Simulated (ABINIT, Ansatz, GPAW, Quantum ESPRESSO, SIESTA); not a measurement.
# Code comparison for SiMo3 (Pm-3n, 8 atoms in the cell)

Self-consistent single point.

```xyz
8
Lattice="4.8897 0.0000 0.0000 0.0000 4.8897 0.0000 0.0000 0.0000 4.8897" Properties=species:S:1:pos:R:3 pbc="T T T"
Si     2.4449     2.4449     2.4449
Si     0.0000     0.0000     0.0000
Mo     0.0000     2.4449     1.2224
Mo     0.0000     2.4449     3.6673
Mo     1.2224     0.0000     2.4449
Mo     3.6673     0.0000     2.4449
Mo     2.4449     1.2224     0.0000
Mo     2.4449     3.6673     0.0000
```

All programs got the same cell, k-point mesh and kind of occupations (in Ansatz's words: kpoints.mp_grid.grid = 5 5 5; scf.occupations.method = fermi_dirac; scf.occupations.width = 0.01 Ry); potentials, basis and cutoffs are each program's usual ones.

```csv
code,model,pressure (GPa),k-points,cutoff
ABINIT,"PBE, norm-conserving pseudopotentials (PseudoDojo nc-sr-05 PBE standard)",2.45,10,40 Ha
Quantum ESPRESSO,"PBE, PseudoDojo standard norm-conserving (PBE) pseudopotentials",2.45,10,80 Ry
Ansatz,"PBE, PAW files",2.21,10,30.9 Ry
GPAW,"PBE, GPAW PAW datasets PBE (gpaw-data 1.0.1)",2.08,10,550 eV
SIESTA,"GGA PBE, numerical atomic orbitals TZP, PseudoDojo PBE standard norm-conserving potentials (rewritten from UPF to PSML)",1.31,63,grid 350 Ry
```

The spread over the programs that give each value: pressure within 1.14 GPa.

The starting cell comes from a database of computed structures (which also holds hypothetical and non-ambient phases and stackings), without a prior relaxation at this level. On Ansatz's run: Spin polarisation is off.

### Question
Why do the programs differ, and what cannot be compared?

### Answer
Differences of this kind can come from the potentials, where these differ, and from what each basis and cutoff leave unconverged. The zero of total energies and Fermi levels follows the potentials and each program's conventions, so they are not compared here. SIESTA uses small atom-centred bases, whose incompleteness enters pressures, forces and empty levels differently from a plane-wave cutoff. Ansatz's pressure is given at a fixed set of plane waves, as the other plane-wave codes print theirs; with its correction for the finite basis it is 2.25 GPa. Ansatz's smearing width was typed in Ry to four decimals, so it matches the others to a few per cent. The programs reduce the same mesh by symmetry to different extents, which changes the work and not the result. In the pressure, SIESTA (by 1.03) lies more than 1 GPa from the median of the plane-wave programs.

Left out of this page: Elk and FLEUR (not drawn, or without a comparable value).

Ansatz is a program for electronic structure.

Keys are those of Ansatz 0.2.
